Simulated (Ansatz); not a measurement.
# A computed series for MgTe: response to strain

Base system: MgTe in the wurtzite structure (space group P6_3mc, No. 186; a = 4.5089 Å, c = 7.3377 Å). Axes: x lies along a and z along c of the hexagonal cell.

Strains are applied to the cell and any free atomic positions relax.

Calculations: Kohn–Sham DFT with the LDA functional, run in Ansatz (a first-principles code) with PAW and 420 eV plane waves, no spin-orbit coupling.

Notes on the quantities. energy relative to the base: free energy F.

```tsv
uniaxial strain ε_zz (%)	energy relative to the base (meV/atom)
-3	5.5
-2.4	3.5
-1.8	2.0
-1.2	0.9
-0.6	?
0	0.0
```

Fit ΔE = Aε² + Bε³ (ε in %) to the rows shown and predict the withheld row.

Least squares on the printed values gives A = 0.619 and B = 0.0028 meV/atom (largest residual 0.0 meV/atom); this predicts 0.2 meV/atom, and the run gives 0.2 meV/atom, in agreement.

No phonon test of stability was made.
